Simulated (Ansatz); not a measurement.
# Pressure series in GaAs

The parent structure is GaAs in the zinc blende structure (space group F-43m, No. 216; a = 5.746 Å).

Cell and atoms are relaxed at each pressure.

Computed with PBE (Ansatz, a first-principles code), scalar-relativistic without spin-orbit coupling, earlier PAW set.

```
change             lattice parameter a  width of the top valence band
-----------------  -------------------  -----------------------------
base                           5.746 Å                        3.12 eV
pressure −2 GPa                5.816 Å                              –
pressure −1 GPa                5.779 Å                              –
pressure 0.9 GPa               5.718 Å                        3.18 eV
pressure 2.1 GPa               5.685 Å                        3.26 eV
pressure 4.5 GPa               5.625 Å                        3.41 eV
pressure 9 GPa                 5.533 Å                        3.65 eV
pressure 15 GPa                5.435 Å                        3.94 eV
pressure 22.5 GPa              5.337 Å                        4.24 eV
pressure 30 GPa                5.257 Å                        4.52 eV
```

A case with no gap was solved on a k-mesh chosen for an insulator, which is coarse for it. The levels and masses belong to the bands next to the band gap. Load acts through the strain it causes; cell and atoms are relaxed under it. Whether these cells are dynamically stable was not tested. The final runs are not spin-polarised. Measured, GaAs leaves this structure (for a Cmcm phase) near 15 GPa (room temperature; as listed in arXiv:1906.07825).
